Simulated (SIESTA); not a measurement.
Band structure of AlCr2C (P6_3/mmc, 8 atoms in the cell).

```
CELL_PARAMETERS angstrom
      2.78272     0.00000     0.00000
     -1.39136     2.40991     0.00000
      0.00000     0.00000    12.41235
ATOMIC_POSITIONS crystal
  Al 0.66667 0.33333 0.25000
  Al 0.33333 0.66667 0.75000
  Cr 0.33333 0.66667 0.41494
  Cr 0.66667 0.33333 0.58506
  Cr 0.66667 0.33333 0.91494
  Cr 0.33333 0.66667 0.08506
  C  0.00000 0.00000 0.50000
  C  0.00000 0.00000 0.00000
```

Method of the run: GGA PBE, numerical atomic orbitals DZP, PseudoDojo PBE standard norm-conserving potentials (rewritten from UPF to PSML) run with SIESTA.

Settings: XC.functional = GGA; XC.authors = PBE; potentials = PseudoDojo PBE standard; PAO.BasisSize = DZP; PAO.EnergyShift = 0.005 Ry; MeshCutoff = 400 Ry; kgrid.MonkhorstPack = 9 9 2; OccupationFunction = FD; ElectronicTemperature = 136 meV; MaxSCFIterations = 150; SCF.Mixer.Method = Broyden; SCF.Mixer.Weight = 0.2; SCF.Mixer.History = 8; SCF.DM.Tolerance = 1.0E-05.

The starting cell comes from a database of computed structures (which also holds hypothetical and non-ambient phases and stackings), without a prior relaxation at this level. Its lattice was rescaled by a random factor within 2.5 % of one. Spin polarisation is off. Values carry the incompleteness of an atom-centred basis.

Levels in eV from the Fermi level, bands 31 to 36:
```csv
point,31,32,33,34,35,36
Γ,-1.16,-1.16,-1.14,-1.14,-0.24,-0.24
M,-2.09,-2.04,0.17,0.32,0.44,0.48
K,-2.29,-2.29,-2.04,-0.89,0.41,0.41
A,-1.15,-1.15,-1.15,-1.15,-0.22,-0.22
L,-2.06,-2.06,0.33,0.33,0.38,0.38
H,-2.15,-2.15,-1.39,-1.39,0.36,0.36
```

Bands cross the Fermi level along this path, so the cell is metallic at this level.

Higher empty bands are left out: an atom-centred basis made for the valence describes them poorly.
